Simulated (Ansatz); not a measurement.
Consider CdS in the zinc blende structure (space group F-43m, No. 216; a = 5.8777 Å).

Computed with Kohn–Sham DFT with the r2SCAN functional, run in Ansatz (an electronic-structure program) with PAW and 500 eV plane waves, no spin-orbit coupling.

Strains are applied to the cell and any free atomic positions relax.

One change was made to it. Results:

| quantity | base | after |
|---|---|---|
| electron mass | 0.15 mₑ (at Γ) | 0.16 mₑ (at Γ) |
| width of the top valence band | 2.16 eV | 2.27 eV |
| band gap | 1.54 eV | 1.61 eV |
| energy relative to the base (free energy F) | 0 meV/atom | +4.5 meV/atom |
| hole mass (degenerate bands, along [100]) | 0.16, 0.78, 0.78 mₑ (at Γ) | 0.17, 0.76, 0.76 mₑ (at Γ) |

Question: Which change produced these results?
A) isotropic strain −2.00 %
B) isotropic strain −1.00 %
C) isotropic strain −1.50 %
D) isotropic strain −3.00 %
E) isotropic strain −2.50 %

Answer: B, isotropic strain −1.00 %. For comparison, the energy relative to the base in the other runs: isotropic strain −1.50 % gives +10 meV/atom; isotropic strain −2.00 % gives +19 meV/atom; isotropic strain −3.00 % gives +43 meV/atom; isotropic strain −2.50 % gives +30 meV/atom.

Masses are band curvatures over ±0.01 Å⁻¹ around the edge. Whether these cells are dynamically stable was not tested.
